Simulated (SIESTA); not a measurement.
A self-consistent single point of VCu₃O₄ (I-42m, 8 atoms in the cell) with SIESTA.

Method: LDA PW92+U, numerical atomic orbitals DZP, PseudoDojo LDA standard norm-conserving potentials (rewritten from UPF to PSML) run with SIESTA.

```
VCu3O4
1.0
   -2.31236     2.31236     4.55176
    2.31236    -2.31236     4.55176
    2.31236     2.31236    -4.55176
V Cu O
1 3 4
Direct
  0.00000   0.00000   0.00000
  0.25000   0.75000   0.50000
  0.75000   0.25000   0.50000
  0.50000   0.50000   0.00000
  0.11159   0.65947   0.00000
  0.34053   0.34053   0.45212
  0.65947   0.11159   0.00000
  0.88841   0.88841   0.54788
```

Reference input (self-consistent single point, DFT, LDA PW92, numerical atomic orbitals DZP, PseudoDojo LDA standard norm-conserving potentials (rewritten from UPF to PSML)): XC.functional = LDA; XC.authors = PW92; potentials = PseudoDojo LDA standard; PAO.BasisSize = DZP; PAO.EnergyShift = 0.01 Ry; MeshCutoff = 350 Ry; kgrid.MonkhorstPack = 5 5 5; OccupationFunction = MP; OccupationMPOrder = 0; ElectronicTemperature = 0.136 eV; MaxSCFIterations = 150; SCF.Mixer.Method = Pulay. This run's input differs from it in these lines:

```diff
@@ -42,2 +42,11 @@
 ElectronicTemperature        0.136 eV
+DFTU.ProjectorGenerationMethod 2
+DFTU.CutoffNorm              0.9
+DFTU.FirstIteration          true
+%block DFTU.proj
+  V 1
+  n=3 2
+  3.00 0.00
+  0.00 0.00
+%endblock DFTU.proj
```

Output, abridged:

```
        iscf     Eharris(eV)        E_KS(eV)     FreeEng(eV)     dDmax    Ef(eV) dHmax(eV)
   scf:    1   -16805.942926   -18450.658356   -18450.742667  2.019931  1.785399 96.786766
   scf:    2   -18526.369048   -19148.503833   -19148.503833  2.742757 -4.155496 65.526129
   scf:    3   -19239.732316   -19196.735933   -19196.735933  0.456388 -4.192523 47.765520
   scf:    4   -16987.058828   -18606.399252   -18606.551605  0.838506 -1.385818128.131199
   scf:    5   -19032.235795   -19241.577083   -19241.577083  0.788914 -3.798228 22.434225
   [... 5 lines left out ...]
   [... lines left out ...]
hubbard_term: recalculating local occupations   18
hubbard_term: maximum change in local occup.    0.000632
   scf:   48   -19261.883917   -19261.883918   -19261.884455  0.000120 -3.364214  0.000739
hubbard_term: recalculating local occupations   19
hubbard_term: maximum change in local occup.    0.000691
   scf:   49   -19261.883923   -19261.883923   -19261.884461  0.000107 -3.364185  0.000145
hubbard_term: recalculating local occupations   20
hubbard_term: maximum change in local occup.    0.000687
   scf:   50   -19261.883923   -19261.883923   -19261.884460  0.000006 -3.364184  0.000067
SCF Convergence by DM+H criterion
max |DM_out - DM_in|         :     0.0000064204
max |H_out - H_in|      (eV) :     0.0000669565
DFT+U population converged by dTol_pop criteria:
max |pop(DFT+U)_i - pop(DFT+U)_j|:     0.0006868660
SCF cycle converged after 50 iterations

Using DM_out to compute the final energy and forces
hubbard_term: recalculating local occupations   21
hubbard_term: maximum change in local occup.    0.000687
hubbard_term: recalculating Hamiltonian and forces

siesta: E_KS(eV) =           -19261.8852

siesta: E_KS - E_eggbox =    -19261.8852

siesta: Atomic forces (eV/Ang):
     1   -0.000214   -0.000214   -0.004183
     2    0.000064   -0.000685   -0.000847
     3   -0.000685    0.000064   -0.000847
     4    0.000174    0.000174   -0.000082
     5    0.276629   -0.274087    0.265445
   [... lines left out ...]
siesta: FreeEng =    -19261.885785
   [... lines left out ...]
siesta:     0.104478   -0.000013   -0.000024
siesta:    -0.000013    0.104478   -0.000024
siesta:    -0.000024   -0.000024    0.101894

siesta: Cell volume =         97.353498 Ang**3

siesta: Pressure (static):
siesta:                Solid            Molecule  Units
siesta:          -0.00112853         -0.00118919  Ry/Bohr**3
siesta:          -0.10361682         -0.10918600  eV/Ang**3
siesta:        -166.01244677       -174.93526283  kBar
```

The run converged in 50 iterations. Against the reference run the pressure goes from -17.66 to -16.60 GPa, the largest force goes from 0.680 to 0.474 eV/Å and the gap on the mesh goes from 0.389 to 0.344 eV.

The starting cell comes from a database of computed structures (which also holds hypothetical and non-ambient phases and stackings), without a prior relaxation at this level. Its lattice was rescaled by a random factor within 2.5 % of one. Spin polarisation is off. The U value is a test value, and with U on an open shell several self-consistent states can exist. Values carry the incompleteness of an atom-centred basis. With a pressure of about -17 GPa the cell is away from its equilibrium volume at this level.

Cost on one core of a shared machine: roughly 80 s.
